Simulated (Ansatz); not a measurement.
Defect: interstitial F in rutile SnO2, charge state -1. The step: a concerted move, in which F travels most; the atom moves 1.64 Å along (0.00, 0.06, 0.50) of the unit cell; the moving atom starts with neighbours O at 2.31, O at 2.35, O at 2.36, O at 2.43, O at 2.79, O at 2.96; Sn at 2.28, Sn at 2.31, Sn at 2.64, Sn at 2.68 Å and ends with O at 2.31, O at 2.35, O at 2.36, O at 2.43, O at 2.79, O at 2.96; Sn at 2.28, Sn at 2.31, Sn at 2.64, Sn at 2.68 Å. A PBE band in Ansatz (plane-wave PAW, one k-point at (0.250, 0.250, 0.250), 72 host sites, 53 SCF runs with any check of the saddle's order, static, no finite-size correction) gives a forward barrier of 0.092 eV. The saddle point's order was not checked, and it lies on a symmetry element of the cell, where a band can be held. The charge state is imposed; whether it is stable for some Fermi level was not computed. Sites that were not tried may lie lower.

Single points at the band's start and saddle point can refine it. Rough cost of one point, in units of the band's mean SCF on the same machine:

| Level | Cost of one point |
|---|---|
| PBE, a 2×2×2 k-point mesh shifted by half a step | about 4 |
| r2SCAN at 500 eV, one k-point at (0.250, 0.250, 0.250) | about 3 |

Question: Which of these move the barrier by more than 0.1 eV, and how far does each move it?

Answer: Not one does. PBE, a 2×2×2 k-point mesh shifted by half a step: 0.00 eV; r2SCAN at 500 eV, one k-point at (0.250, 0.250, 0.250): -0.02 eV. Each functional is compared with PBE at the same k-points.

Ansatz is a first-principles code.
